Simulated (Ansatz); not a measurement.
For TiGe2 (model structure, started from the fluorite type, Fm-3m, No. 225, 3 atoms in the cell), PBEsol (Ansatz, a quantum-chemistry and plane-wave program, PAW) gives:

lattice constant a: 6.091 Å
formation enthalpy: 0.037 eV/atom

Q: What does PBE-D3(BJ) (plane waves, PAW; Ansatz) give for the same quantities?

A: 
- lattice constant a: 6.095 Å (goes up by 0.1 %)
- formation enthalpy: 0.061 eV/atom (increases by 0.024 eV/atom)

Changes are worked out from the printed values.

Unless a cell is named, each level is at its own relaxed cell (PBEsol 18.83, PBE-D3(BJ) 18.87 Å³/atom).

Ansatz's density-functional and Hartree–Fock values are scalar-relativistic unless marked +SOC, with PAW data made under PBE.

A model structure was made by putting elements into a prototype or built by hand; it is no filed structure, need not be a known phase, and can be a saddle point held by its symmetry.
